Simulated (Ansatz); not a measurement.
Input:

```
BAs
1.0
    0.00000     2.33482     2.33482
    2.33482     0.00000     2.33482
    2.33482     2.33482     0.00000
As B
1 1
Direct
  0.75000   0.75000   0.75000
  0.00000   0.00000   0.00000
```

A single point on BAs with a change (isotropic strain −2.06 %), its geometry relaxed with PBEsol.

Calculations: PBEsol in Ansatz (plane waves to 420 eV, PAW, spin-orbit coupling included). Settings: 12×12×12 k-points, 0.05 eV Fermi–Dirac smearing.

Question: Predict the hole mass and gap character.

Answer: The hole mass (degenerate bands, along [100]) comes out as 0.22, 0.24 mₑ (at Γ) and the gap character is indirect, Γ → Γ–X (83 % along).

Single points use the geometry relaxed with PBEsol. Masses are band curvatures over ±0.01 Å⁻¹ around the edge. Stability against distortions was not tested. The cell was made from BAs in the zinc blende structure (space group F-43m, No. 216) by this change: isotropic strain −2.06 %.

Ansatz is a quantum-chemistry and plane-wave program.
